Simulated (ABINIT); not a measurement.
ABINIT run on V₃Pt (Pm-3m, 4 atoms in the cell): self-consistent single point.

Method: PBEsol, PAW (JTH v2.0 PBE PAW, files made for PBE) (plane waves; ABINIT 10.0.3).

```
CELL_PARAMETERS angstrom
      3.81067     0.00000     0.00000
      0.00000     3.81067     0.00000
      0.00000     0.00000     3.81067
ATOMIC_POSITIONS crystal
  V  0.50000 0.50000 0.00000
  V  0.00000 0.50000 0.50000
  V  0.50000 0.00000 0.50000
  Pt 0.00000 0.00000 0.00000
```
Moments meant for the start (each program seeds them in its own way; μB, in the order of the atoms V V V Pt): 2.0 2.0 2.0 0.0.

Reference input (self-consistent single point, DFT, PBEsol, plane waves, PAW (JTH v2.0 PBE PAW, files made for PBE)): pseudos = [V.GGA_PBE-JTH.xml, Pt.GGA_PBE-JTH.xml]; ecut = 816 eV; pawecutdg = 1633 eV; pawxcdev = 0; ixc = -116133; nsppol = 2; occopt = 7; tsmear = 0.00499791 Ha; ngkpt = 7 7 7; nshiftk = 1; shiftk = 0 0 0; potentials = JTH v2.0 PBE PAW. This run's input differs from it in these lines:

```diff
@@ -32,3 +32,3 @@
 kptopt 1
-ngkpt 7 7 7
+ngkpt 5 5 5
 nshiftk 1
```

Output, abridged:

```
--- !BeginCycle
solver: {iscf: 17, nstep: 50, nline: 4, wfoptalg: 10, }
tolerances: {tolvrs: 1.00E-12, }
...

     iter   Etot(hartree)     deltaE(h) residm    nres2    magn
 ETOT  1  -241.91134490504    -2.42E+02 2.16E+00 1.23E+02 2.841
 ETOT  2  -243.57866729887    -1.67E+00 5.99E-02 2.58E+02 1.454
 ETOT  3  -243.06338458776     5.15E-01 3.46E-02 1.19E+01 1.778
 ETOT  4  -243.14696673477    -8.36E-02 8.57E-03 1.66E+01 1.252
 ETOT  5  -243.16005452860    -1.31E-02 3.99E-03 1.26E+01 0.748
   [... 20 lines left out ...]
 ETOT 26  -243.14581091705     1.17E-12 5.35E-14 3.42E-11 0.000
 ETOT 27  -243.14581091705     5.68E-14 7.85E-15 4.31E-12 0.000
 ETOT 28  -243.14581091705    -1.14E-13 2.83E-15 7.38E-12 0.000
 ETOT 29  -243.14581091705     4.83E-13 2.11E-15 4.32E-13 0.000
 At SCF step   29       nres2   =  4.32E-13 < tolvrs=  1.00E-12 =>converged.

 Cartesian components of stress tensor (hartree/bohr^3)
  sigma(1 1)=  1.26450478E-04  sigma(3 2)=  0.00000000E+00
  sigma(2 2)=  1.26450478E-04  sigma(3 1)=  0.00000000E+00
  sigma(3 3)=  1.26450478E-04  sigma(2 1)=  0.00000000E+00

 Integrated electronic and magnetization densities in atomic spheres:
 Radius=ratsph(iatom), smearing ratsm=  0.0000. Diff(up-dn)=approximate z local magnetic moment.
 Atom    Radius    up_density   dn_density  Total(up+dn)  Diff(up-dn)
    1   2.21063     5.599837     5.599837     11.199673     0.000000
    2   2.21063     5.599837     5.599837     11.199673     0.000000
    3   2.21063     5.599837     5.599837     11.199673     0.000000
    4   2.51622     4.410248     4.410248      8.820496    -0.000000
   [... lines left out ...]
 Total magnetization (from the atomic spheres):            -0.000000
 Total magnetization (exact up - dn):                       0.000000
 Fermi (or HOMO) energy (hartree) =   0.37715   Average Vxc (hartree)=  -0.45669
   [... lines left out ...]
'-kT*entropy'       : -1.72364261070334E-03
total_energy        : -2.43145811061807E+02
total_energy_eV     : -6.61633399875387E+03
...

-Cartesian components of stress tensor (GPa)         [Pressure= -3.7203E+00 GPa]
- sigma(1 1)=  3.72030089E+00  sigma(3 2)=  0.00000000E+00
- sigma(2 2)=  3.72030089E+00  sigma(3 1)=  0.00000000E+00
- sigma(3 3)=  3.72030089E+00  sigma(2 1)=  0.00000000E+00

 Calculation completed.
```

The run converged in 29 iterations. Against the reference run the free energy goes down by 1.7 meV/atom and the pressure hardly changes (-3.75 to -3.72 GPa).

The starting cell comes from a database of computed structures (which also holds hypothetical and non-ambient phases and stackings), without a prior relaxation at this level. Its lattice was rescaled by a random factor within 2.5 % of one. The starting moments vanished: the run ended non-magnetic, which need not be the lowest state. The potentials were made for another functional than the one used. With a pressure of about -4 GPa the cell is away from its equilibrium volume at this level.

Cost on one core of a shared machine: roughly 3 min.
